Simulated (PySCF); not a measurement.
PySCF 2.14.0, HF/def2-svp: [SiH3]OC[SiH2][SiH2]Cl, 15 atoms. The geometry is a generated start, not checked to be a minimum at this level.

```json
{
 "task": "energy and gradient",
 "basis": "def2-svp",
 "two_electron_scheme": "exact four-centre integrals",
 "mf.init_guess": "minao (default)",
 "mf.DIIS": "CDIIS (default)",
 "mf.diis_space": "8 (default)",
 "basis functions (reference run)": "145"
}
```

```xyz
15

Si     2.7236    -0.6918    -0.4429
O      1.1468    -0.1692    -0.5775
C      0.5563     0.5331     0.5218
Si    -1.1890     1.1719     0.2316
Si    -2.5229    -0.6336    -0.2443
Cl    -4.4929    -0.0763    -0.3727
H      3.6006     0.4806    -0.2111
H      3.1182    -1.3949    -1.6857
H      2.8186    -1.6117     0.7160
H      1.1771     1.4034     0.7724
H      0.5322    -0.1265     1.3992
H     -1.6562     1.8668     1.4655
H     -1.1973     2.1729    -0.8740
H     -2.1737    -1.2760    -1.5397
H     -2.4416    -1.6488     0.8414
```

The reference run uses exact four-centre integrals. Single runs; times are not shown.

Settings tried, all else as in the reference:
- mol.max_memory = 200 MB, mf.direct_scf_tol = 1e-08, mf.conv_tol = 1e-06 Hartree
- mol.max_memory = 200 MB, mf.direct_scf_tol = 1e-07, mf.conv_tol = 1e-06 Hartree
- mol.max_memory = 200 MB, mf.direct_scf_tol = 1e-09
- mol.max_memory = 200 MB, mf.direct_scf_tol = 1e-10

Which settings reproduce the reference to 1.0 meV/atom in energy, 10 meV/Å in forces (largest component)?

Within it: mol.max_memory = 200 MB, mf.direct_scf_tol = 1e-10; mol.max_memory = 200 MB, mf.direct_scf_tol = 1e-09; mol.max_memory = 200 MB, mf.direct_scf_tol = 1e-07, mf.conv_tol = 1e-06 Hartree; mol.max_memory = 200 MB, mf.direct_scf_tol = 1e-08, mf.conv_tol = 1e-06 Hartree. No setting lies outside.

```csv
setting,energy against the reference,difference in forces (largest component)
"mol.max_memory = 200 MB, mf.direct_scf_tol = 1e-10",under 0.001 meV/atom,under 0.001 meV/Å
"mol.max_memory = 200 MB, mf.direct_scf_tol = 1e-09",under 0.001 meV/atom,0.012 meV/Å
"mol.max_memory = 200 MB, mf.direct_scf_tol = 1e-07, mf.conv_tol = 1e-06 Hartree",−0.033 meV/atom,0.23 meV/Å
"mol.max_memory = 200 MB, mf.direct_scf_tol = 1e-08, mf.conv_tol = 1e-06 Hartree",under 0.001 meV/atom,0.59 meV/Å
```

Total energies are compared; such shifts often cancel in part in energy differences. The small max_memory forces a direct SCF, where direct_scf_tol acts; the reference holds its integrals in memory. Also tried and not ranked: mol.max_memory = 200 MB, mf.direct_scf_tol = 1e-08 (ended without SCF convergence in 50 cycles); mol.max_memory = 200 MB, mf.direct_scf_tol = 1e-11 (same energy as a listed run); mol.max_memory = 200 MB, mf.direct_scf_tol = 1e-12 (same energy as a listed run); mol.max_memory = 200 MB (same energy as a listed run); mol.max_memory = 200 MB, mf.direct_scf_tol = 1e-06, mf.conv_tol = 1e-06 Hartree (ended without SCF convergence in 50 cycles). The tolerance is a choice made for this comparison.
